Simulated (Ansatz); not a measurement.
We consider RuAl₃ (model structure, started from the A15 type, Pm-3n, No. 223, 8 atoms in the cell), described by r²SCAN (PAW; Ansatz, an electronic-structure program).

Settings: plane-wave cutoff 560 eV, 12×12×12 k mesh, Fermi–Dirac smearing 0.05 eV, no spin polarisation, scalar-relativistic PAW data made under PBE.

Cell (relaxed at this level):

```
Al3Ru
1.0
    4.86804     0.00000     0.00000
    0.00000     4.86804     0.00000
    0.00000     0.00000     4.86804
Al Ru
6 2
Direct
  0.25000   0.00000   0.50000
  0.75000   0.00000   0.50000
  0.00000   0.50000   0.25000
  0.00000   0.50000   0.75000
  0.50000   0.25000   0.00000
  0.50000   0.75000   0.00000
  0.00000   0.00000   0.00000
  0.50000   0.50000   0.50000
```

Question: What does this level give for the bulk modulus B0?

Answer: 
- bulk modulus B0 = 156 GPa

Note: the run has no spin polarisation, so it can have missed a magnetic state; the bulk modulus is −V dP/dV from two relaxed cells at ±2 % in volume; the relaxation could raise the start's symmetry but not lower it, so the cell can be a saddle point.

The computed numbers hold no vibrational or temperature effects.

Cost on a shared machine: about 3 core-minutes (a rough figure).

A model structure was made by putting elements into a prototype or built by hand; it is no filed structure, need not be a known phase, and can be a saddle point held by its symmetry.
